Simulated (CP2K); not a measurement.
Band structure of La₃TlC (Pm-3m, 5 atoms in the cell).

```yaml
crystal:
  lattice:
    - [5.32515, 0.00000, 0.00000]
    - [0.00000, 5.32515, 0.00000]
    - [0.00000, 0.00000, 5.32515]
  atoms:
    - { symbol: La, position: [0.50000, 0.00000, 0.50000] }
    - { symbol: La, position: [0.00000, 0.50000, 0.50000] }
    - { symbol: La, position: [0.50000, 0.50000, 0.00000] }
    - { symbol: Tl, position: [0.00000, 0.00000, 0.00000] }
    - { symbol: C, position: [0.50000, 0.50000, 0.50000] }
```

Method of the run: CP2K with LDA (Pade form), GPW, DZVP-MOLOPT-SR-GTH basis, GTH-PADE potentials (GTH_POTENTIALS).

Settings: CUTOFF = 500 Ry; REL_CUTOFF = 40 Ry; SMEAR/METHOD = GAUSSIAN; SIGMA = 0.272 eV; KPOINTS/SCHEME = MONKHORST-PACK 5 5 5; XC_FUNCTIONAL = PADE; La/BASIS_SET = DZVP-MOLOPT-SR-GTH-q11; La/POTENTIAL = GTH-PADE-q11; Tl/BASIS_SET = DZVP-MOLOPT-SR-GTH-q13; Tl/POTENTIAL = GTH-PADE-q13; C/BASIS_SET = DZVP-MOLOPT-SR-GTH-q4; C/POTENTIAL = GTH-PADE-q4; METHOD = GPW; EPS_DEFAULT = 1e-11.

The starting cell comes from a database of computed structures (which also holds hypothetical and non-ambient phases and stackings), without a prior relaxation at this level. Its lattice was rescaled by a random factor within 2.5 % of one. Spin-orbit coupling is off. Values carry the incompleteness of an atom-centred basis.

Levels in eV from the Fermi level, bands 22 to 27:
```csv
point,22,23,24,25,26,27
Γ,-0.45,-0.45,-0.45,0.13,0.13,0.13
X,-0.44,-0.44,-0.43,-0.43,-0.19,0.86
M,-1.00,-1.00,-0.96,-0.91,1.36,1.36
R,-2.97,0.33,0.33,0.33,1.29,1.29
```

Bands cross the Fermi level along this path, so the cell is metallic at this level.

Higher empty bands are left out: an atom-centred basis made for the valence describes them poorly.
